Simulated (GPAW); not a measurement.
Troubleshooting GPAW: a failed run on BaMg2 (P6_3/mmc, 12 atoms in the cell). The aim is a self-consistent single point with DFT PBEsol, plane waves, GPAW PAW datasets PBEsol (made by gpaw-setup).

Cell that was meant: a = 6.6699 Å, b = 6.6699 Å, c = 10.6020 Å, α = 90.00°, β = 90.00°, γ = 120.00°.

Part of the input:

```python
            nbands=-18,
            convergence={'density': 1e-05, 'energy': 1e-05},
            symmetry={'symmorphic': False, 'tolerance': 0.0005},
            maxiter=5)

atoms.calc = calc
```

The program printed (abridged):

```
     iter     time        total  log10-change:
                         energy   eigst   dens
iter:   1 --:--:--   -24.467676
iter:   2 --:--:--   -24.792574   -0.39  -1.40
iter:   3 --:--:--   -24.393878   -0.97  -1.44
iter:   4 --:--:--   -24.381777   -1.33  -1.61
iter:   5 --:--:--   -24.266917   -2.49  -1.86

Did not converge!

Here are some tips:

1) Make sure the geometry and spin-state is physically sound.
2) Use less aggressive density mixing.
3) Solve the eigenvalue problem more accurately at each scf-step.
4) Use a smoother distribution function for the occupation numbers.
5) Try adding more empty states.
6) Use enough k-points.
7) Don't let your structure optimization algorithm take too large steps.
8) Solve the Poisson equation more accurately.
9) Better initial guess for the wave functions.

See details here:

    https://gpaw.readthedocs.io/documentation/convergence.html
Traceback (most recent call last):
   [... frames left out ...]
gpaw.KohnShamConvergenceError: Did not converge!  See text output for help.
```

Problem. What is wrong, and how is it fixed?

Solution. The fault is an iteration limit that is too low. The loop is cut before its threshold is met, so whatever is printed at the end is not self-consistent. To fix it, raise the limit, or leave it to the default. The run ended unconverged after 5 iterations.

An input that runs soundly differs in these lines (not the only fix; some lines may just follow from the change or write a value another way):
```diff
-            maxiter=5)
+            maxiter=120)
```

With that input, the run converged in 23 iterations: free energy E − TS (from the program's reference atoms) -24.4577 eV; Fermi level (on the code's own zero) 4.59 eV; pressure -0.95 GPa; largest force (vector length) 0.008 eV/Å (DFT PBEsol, plane waves, GPAW PAW datasets PBEsol (made by gpaw-setup)).

On the sound input: the starting cell comes from a database of published, mostly measured structures (it also holds non-ambient and calculated ones), without a prior relaxation at this level.
